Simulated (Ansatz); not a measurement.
Carrier properties of TlBr (Pm-3m)

Consider the following.

```xyz
2
Lattice="3.9410 0.0000 0.0000 0.0000 3.9410 0.0000 0.0000 0.0000 3.9410" Properties=species:S:1:pos:R:3 pbc="T T T"
Tl     0.0000     0.0000     0.0000
Br     1.9705     1.9705     1.9705
```

Method: PBEsol+D3BJ with spin-orbit coupling, rigid bands (plane waves, PAW; Ansatz, a program for electronic structure). Condition of this run: hydrostatic pressure -2 GPa (the target of the relaxation). Cell: cell and atoms relaxed with PBEsol+d3bj, then loaded as said.

```yaml
band_gap: 1.01 eV
electron conductivity mass (300 K, dilute): 0.30 mₑ
hole conductivity mass (300 K, dilute): 0.37 mₑ
effective density of states N_c (300 K): 4.0e18 cm⁻³
effective density of states N_v (300 K): 1.6e19 cm⁻³
density_of_states_mass_electrons: 0.29 mₑ
density_of_states_mass_holes: 0.76 mₑ
Seebeck coefficient, n-type 1e19 cm⁻³, 300 K: -152 μV/K
Seebeck coefficient, p-type 1e19 cm⁻³, 300 K: 258 μV/K
```

Rigid bands; masses and Seebeck coefficients take one relaxation time τ for all states and one kind of carrier; polarons and phonon drag are left out. Geometry: cell and atoms relaxed with PBEsol+D3(BJ).
